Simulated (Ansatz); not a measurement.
**The (31-43) surface of hcp Os in its 1x1 cell, outermost plane spacing 0.10 Å in the ideal cut**

Calculation: r2SCAN, at the PBE geometry (plane waves to 500 eV, PAW; Ansatz, a first-principles code).

Slab: 36 atoms, 10.3 Å thick at the start (thin: gaps and levels are the slab's own); k 8x4x1, smearing 0.1 eV, dipole-corrected; single point; on the structure that PBE left under its start's symmetry; no spin, no spin-orbit, no U.

The surface energy (mean of both faces) is 4.08 J/m^2 and the work function of the top face comes out as 4.99 eV. The cost comes out as roughly 30 core-minutes.
